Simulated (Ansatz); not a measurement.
End structure of the 1x1 (110) surface of bcc V:

```xyz
36
Lattice="7.7869 0.0000 0.0000 -2.5956 7.3416 0.0000 0.0000 0.0000 25.5000" Properties=species:S:1:pos:R:3 pbc="T T T"
V      0.8652     1.2236     9.6962
V      0.0000     3.6708     9.6962
V     -0.8652     6.1180     9.6962
V      3.4608     1.2236     9.6962
V      2.5956     3.6708     9.6962
V      1.7304     6.1180     9.6962
V      6.0565     1.2236     9.6962
V      5.1913     3.6708     9.6962
V      4.3261     6.1180     9.6962
V      0.0000     0.0000    11.6833
V     -0.8652     2.4472    11.6833
V     -1.7304     4.8944    11.6833
V      2.5956     0.0000    11.6833
V      1.7304     2.4472    11.6833
V      0.8652     4.8944    11.6833
V      5.1913     0.0000    11.6833
V      4.3261     2.4472    11.6833
V      3.4608     4.8944    11.6833
V      0.8652     1.2236    13.8167
V      0.0000     3.6708    13.8167
V     -0.8652     6.1180    13.8167
V      3.4608     1.2236    13.8167
V      2.5956     3.6708    13.8167
V      1.7304     6.1180    13.8167
V      6.0565     1.2236    13.8167
V      5.1913     3.6708    13.8167
V      4.3261     6.1180    13.8167
V      0.0000     0.0000    15.8039
V     -0.8652     2.4472    15.8039
V     -1.7304     4.8944    15.8039
V      2.5956     0.0000    15.8039
V      1.7304     2.4472    15.8039
V      0.8652     4.8944    15.8039
V      5.1913     0.0000    15.8039
V      4.3261     2.4472    15.8039
V      3.4608     4.8944    15.8039
```

Set-up: 36 atoms, 6.1 Å thick at the start (thin: gaps and levels are the slab's own); mesh 4x4x1; 0.1 eV smearing; dipole correction on; 18 atoms held, the rest relaxed; start symmetry kept, larger cells not searched; no spin, no spin-orbit, no U.

Question: What work function of the top face does PBE run with Ansatz (a quantum-chemistry and plane-wave program) give?

Answer: 4.73 eV
